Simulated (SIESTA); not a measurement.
**Worked example: self-consistent single point of LaNi₂B₂C (I4mm, 6 atoms in the cell) in SIESTA**

Level of theory: GGA PBEsol, numerical atomic orbitals DZP, PseudoDojo PBEsol standard norm-conserving potentials (rewritten from UPF to PSML) in SIESTA.

This input was run:

```
# files in the folder: La.psml Ni.psml B.psml C.psml (PseudoDojo PBEsol standard)
SystemName  LaNi2B2C
SystemLabel LaNi2B2C

NumberOfAtoms                6
NumberOfSpecies              4
%block ChemicalSpeciesLabel
  1 57 La
  2 28 Ni
  3 5 B
  4 6 C
%endblock ChemicalSpeciesLabel
LatticeConstant              5.561185 Ang
%block LatticeVectors
    -0.338014110    0.338014110    0.878346791
     0.338014110   -0.338014110    0.878346791
     0.338014110    0.338014110   -0.878346791
%endblock LatticeVectors
AtomicCoordinatesFormat      Bohr
%block AtomicCoordinatesAndAtomicSpecies
    -0.000000000    0.000000000    0.094484921  1
     0.000000000    3.552229690    4.615324412  2
     3.552229690    0.000000000    4.615324412  2
    -0.000000000    0.000000000    6.426931551  3
    -0.000000000    0.000000000   12.034366099  3
     0.000000000    0.000000000    9.230648825  4
%endblock AtomicCoordinatesAndAtomicSpecies

XC.functional                GGA
XC.authors                   PBEsol
PAO.BasisSize                DZP
PAO.EnergyShift              0.005 Ry
MeshCutoff                   300 Ry
%block kgrid.MonkhorstPack
    6   0   0  0.0
    0   6   0  0.0
    0   0   6  0.0
%endblock kgrid.MonkhorstPack
OccupationFunction           FD
ElectronicTemperature        0.1 eV

MaxSCFIterations             150
SCF.Mixer.Method             Pulay
SCF.Mixer.Weight             0.2
SCF.Mixer.History            8
SCF.DM.Tolerance             1.0E-04
Diag.ParallelOverK           true
WriteForces                  true
Charge.Mulliken              end
```

Output (repeated stretches shortened):

```
reinit: Reading from file input.fdf

reinit: System Name: LaNi2B2C
reinit: System Label: LaNi2B2C

coor:   Atomic-coordinates input format  =     Cartesian coordinates
coor:                                            (in Bohr units)

siesta: Atomic coordinates (Bohr) and species
siesta:     -0.00000   0.00000   0.09448  1        1
siesta:      0.00000   3.55223   4.61532  2        2
siesta:      3.55223   0.00000   4.61532  2        3
siesta:     -0.00000   0.00000   6.42693  3        4
siesta:     -0.00000   0.00000  12.03437  3        5
siesta:      0.00000   0.00000   9.23065  4        6

siesta: System type = bulk

initatomlists: Number of atoms, orbitals, and projectors:      6    96    92

siesta: ******************** Simulation parameters ****************************
redata: Spin configuration                          = none
redata: Time-Reversal Symmetry                      = T
redata: Number of Atomic Species                    =        4
redata: Mesh Cutoff                                 =   300.0000 Ry
redata: Net charge of the system                    =     0.0000 |e|
redata: Min. number of SCF Iter                     =        0
redata: Max. number of SCF Iter                     =      150
redata: SCF convergence failure will abort job
redata: SCF mix quantity                            = Hamiltonian
redata: Mix DM or H after convergence               =   F
redata: Recompute H after scf cycle                 =   F
redata: Mix DM in first SCF step                    =   T
redata: No kicks to SCF
redata: DM Mixing Weight for Kicks                  =     0.5000
redata: Require Harris convergence for SCF          =   F
redata: Harris energy tolerance for SCF             =     0.000100 eV
redata: Require DM convergence for SCF              =   T
redata: DM tolerance for SCF                        =     0.000100
redata: Require EDM convergence for SCF             =   F
   [... lines left out ...]
diag: Parallel distribution                         =     1 x     1
diag: Used triangular part                          = Lower
diag: Absolute tolerance                            =  0.100E-15
diag: Orthogonalization factor                      =  0.100E-05
diag: Memory factor                                 =  1.0000

superc: Internal auxiliary supercell:     7 x     7 x     9  =     441
superc: Number of atoms, orbitals, and projectors:   2646  42336  40572

                        Single-point calculation

superc: Internal auxiliary supercell:     7 x     7 x     9  =     441
superc: Number of atoms, orbitals, and projectors:   2646  42336  40572

outcell: Unit cell vectors (Ang):
       -1.879759    1.879759    4.884649
        1.879759   -1.879759    4.884649
        1.879759    1.879759   -4.884649

outcell: Cell vector modules (Ang)   :    5.561185    5.561185    5.561185
outcell: Cell angles (23,13,12) (deg):    140.4881    140.4881     57.1129
outcell: Cell volume (Ang**3)        :     69.0395
new_DM -- step:     1
Initializing Density Matrix...

Attempting to read DM from file... Failed...
DM filled with atomic data:

InitMesh: MESH = 48 x 48 x 32 = 73728
InitMesh: Mesh cutoff (required, used) =   300.000   317.013 Ry

stepf: Fermi-Dirac step function
        iscf     Eharris(eV)        E_KS(eV)     FreeEng(eV)     dDmax    Ef(eV) dHmax(eV)
   scf:    1   -10126.573890   -10321.721030   -10321.816504  1.440786 -4.585902 42.004831
   scf:    2   -10237.287085   -10371.732443   -10371.788871  0.879725 -7.554843 27.554920
   scf:    3   -10414.681569   -10399.727202   -10399.773081  0.209475 -6.815543  8.256090
   scf:    4   -10396.179061   -10401.454540   -10401.534743  0.218158 -6.037404  5.691987
   scf:    5   -10403.288369   -10402.657548   -10402.724966  0.047390 -6.187939  1.899165
   scf:    6   -10402.684888   -10402.773575   -10402.832251  0.037711 -6.314504  0.590091
   [... 2 lines left out ...]
   scf:    9   -10402.788500   -10402.788242   -10402.849741  0.001706 -6.279242  0.112571
   scf:   10   -10402.789588   -10402.789222   -10402.850250  0.002035 -6.285656  0.016650
   scf:   11   -10402.789094   -10402.789164   -10402.850263  0.000291 -6.284802  0.001034
   scf:   12   -10402.789180   -10402.789172   -10402.850263  0.000112 -6.284980  0.001430
   scf:   13   -10402.789161   -10402.789167   -10402.850263  0.000026 -6.284910  0.000122
SCF Convergence by DM+H criterion
max |DM_out - DM_in|         :     0.0000262550
max |H_out - H_in|      (eV) :     0.0001220603
SCF cycle converged after 13 iterations

Using DM_out to compute the final energy and forces

siesta: E_KS(eV) =           -10402.7892

siesta: E_KS - E_eggbox =    -10402.7892

siesta: Atomic forces (eV/Ang):
     1   -0.002193   -0.002193   -0.401577
     2    0.001518   -0.001607    0.199335
     3   -0.001607    0.001518    0.199336
     4   -0.002307   -0.002307   -1.128865
     5    0.002288    0.002288    1.199238
     6    0.000088    0.000088   -0.062955
   Tot   -0.002214   -0.002214    0.004513
   Max    1.199238
   Res    0.405329    sqrt( Sum f_i^2 / 3N )
   Max    1.199238    constrained

Stress tensor Voigt[x,y,z,yz,xz,xy] (kbar):        0.28        0.28      -90.07        4.47        4.47       -0.73
(Free)E + p*V (eV/cell)   -10401.5645
Target enthalpy (eV/cell)   -10402.8503

siesta: Program's energy decomposition (eV):
siesta: Ebs     =     -1823.229442
siesta: Eions   =     13555.606235
siesta: Ena     =      1215.178627
siesta: Ekin    =      4741.890229
siesta: Enl     =     -1338.351528
siesta: Eso     =         0.000000
siesta: Edftu   =         0.000000
siesta: DEna    =        41.167746
siesta: DUscf   =         1.896472
siesta: DUext   =         0.000000
siesta: Ex      =     -1408.353608
siesta: Ec      =      -100.610869
siesta: Exc     =     -1508.964477
siesta: Eharris =    -10402.789161
siesta: Etot    =    -10402.789167
siesta: FreeEng =    -10402.850263

siesta: Atomic forces (eV/Ang):
siesta:      1   -0.002193   -0.002193   -0.401577
siesta:      2    0.001518   -0.001607    0.199335
siesta:      3   -0.001607    0.001518    0.199336
siesta:      4   -0.002307   -0.002307   -1.128865
siesta:      5    0.002288    0.002288    1.199238
siesta:      6    0.000088    0.000088   -0.062955
siesta: ----------------------------------------
siesta:    Tot   -0.002214   -0.002214    0.004513

siesta: Stress tensor (static) (eV/Ang**3):
siesta:     0.000174   -0.000453    0.002791
siesta:    -0.000453    0.000174    0.002791
siesta:     0.002791    0.002791   -0.056219

   [... lines left out ...]
siesta: Cell volume =         69.039510 Ang**3
siesta:          29.83812786         -4.38840619  kBar
   [... lines left out ...]
   2 17.209   1.924  -0.211   0.126   1.997   1.995   1.997   0.293   0.230
              0.292   1.793   1.872   1.945   1.855   1.829  -0.138  -0.150

             -0.161  -0.141  -0.138
   3 17.209   1.924  -0.211   0.126   1.997   1.995   1.997   0.292   0.230
              0.293   1.793   1.855   1.945   1.872   1.829  -0.138  -0.141

             -0.161  -0.150  -0.138

Species: B
Atom  Qatom  Qorb
               2s      2s      2py     2pz     2px     2py     2pz     2px
               3Pdxy   3Pdyz   3Pdz2   3Pdxz   3Pdx2-y2
   4  4.430   1.420  -0.089   0.773   1.064   0.773   0.100  -0.044   0.100
              0.064   0.076   0.077   0.076   0.041
   5  4.437   1.424  -0.094   0.752   1.058   0.752   0.123  -0.040   0.123
              0.064   0.076   0.079   0.076   0.043

Species: C
Atom  Qatom  Qorb
               2s      2s      2py     2pz     2px     2py     2pz     2px
               3Pdxy   3Pdyz   3Pdz2   3Pdxz   3Pdx2-y2
   6  4.000   0.989   0.224   0.679   0.018   0.679   0.261   0.759   0.261
              0.016   0.042   0.015   0.042   0.015

mulliken: Qtot =       57.000

Mulliken Atomic Populations:
Atom #   charge [q] valence [e]  Species
     1     1.285191    9.714809  La
     2     0.790744   17.209256  Ni
     3     0.790753   17.209247  Ni
     4    -1.429633    4.429633  B
     5    -1.436767    4.436767  B
     6    -0.000288    4.000288  C
 Total    -0.000000
```

The run converged in 13 iterations.

The starting cell comes from a database of computed structures (which also holds hypothetical and non-ambient phases and stackings), without a prior relaxation at this level. Its lattice was rescaled by up to half a per cent. One atom was moved a little off its site on purpose. Spin polarisation is off. Values carry the incompleteness of an atom-centred basis. Forces in this geometry exceed 1 eV/Å.

Cost on one core of a shared machine: roughly 2 min.
